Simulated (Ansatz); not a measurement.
monolayer ZrS$_{2}$: band-edge transport data

Consider the following.

```xyz
3
Lattice="3.7961 0.0000 0.0000 -1.8980 3.2875 0.0000 0.0000 0.0000 18.9473" Properties=species:S:1:pos:R:3 pbc="T T T"
Zr     0.0000     0.0000     9.4737
S      0.0000     2.1917    10.8686
S      1.8980     1.0958     8.0787
```

These are PBE, rigid bands (plane waves, PAW, scalar-relativistic; Ansatz, a quantum-chemistry and plane-wave program) values and carry that method's errors. Condition of this run: biaxial strain +3 %. How the cell was made: cell and atoms relaxed with PBE, then loaded as said.

```yaml
band_gap: 1.51 eV
electron conductivity mass (300 K, dilute): 0.67 mₑ
hole conductivity mass (300 K, dilute): 0.44 mₑ
effective density of states N_c (300 K): 3.2e13 cm⁻²
effective density of states N_v (300 K): 1.0e13 cm⁻²
Seebeck coefficient, n-type 1.9e12 cm⁻², 300 K: -418 μV/K
Seebeck coefficient, p-type 1.9e12 cm⁻², 300 K: 346 μV/K
```

Rigid bands; masses and Seebeck coefficients take one relaxation time τ for all states and one kind of carrier; polarons and phonon drag are left out. Spin-orbit coupling is left out; where it splits the top of the valence band, N_v and the p-type Seebeck coefficient come out somewhat high without it.

Model free-standing layer, not matched to a measured one here: monolayer ZrS2.
